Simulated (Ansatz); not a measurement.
Take TiO2 in the rutile structure (space group P4_2/mnm, No. 136; a = 4.5481 Å, c = 2.9171 Å) as the base. Axes: x, y, z lie along a, b, c of the conventional cell.

The values are results of DFT with LDA, PAW potentials and a 420 eV plane-wave cutoff in Ansatz (a first-principles code), no spin-orbit coupling, not measurements.

For the base:

The electron mass is 0.52 mₑ along c, 1.1 mₑ across (at Γ) and the gap character is direct at Γ.

Modification: the cell is stretched by 0.60 % along x with no lateral relaxation; the atoms relax in the strained cell.

**Question.** What does the calculation give for the energy relative to the base after the change?

**Answer.** The energy increases by 0.3 meV/atom.

**Question.** How does this affect the electron mass?

**Answer.** The electron mass becomes 0.52 mₑ along z, 1.1 mₑ across (at Γ) (base: 0.52 mₑ along c, 1.1 mₑ across (at Γ)).

**Question.** What happens to the stress?

**Answer.** The stress (xx, yy, zz, yz, xz, xy; compression positive) is (-1.78, -1.28, -1.04, 0.00, 0.00, 0.00) GPa.

**Question.** Predict the new gap character.

**Answer.** The gap character remains direct at Γ.

Masses are band curvatures over ±0.01 Å⁻¹ around the edge. Whether these cells are dynamically stable was not tested. The final runs are not spin-polarised. k-point labels follow each cell's own Brillouin zone.
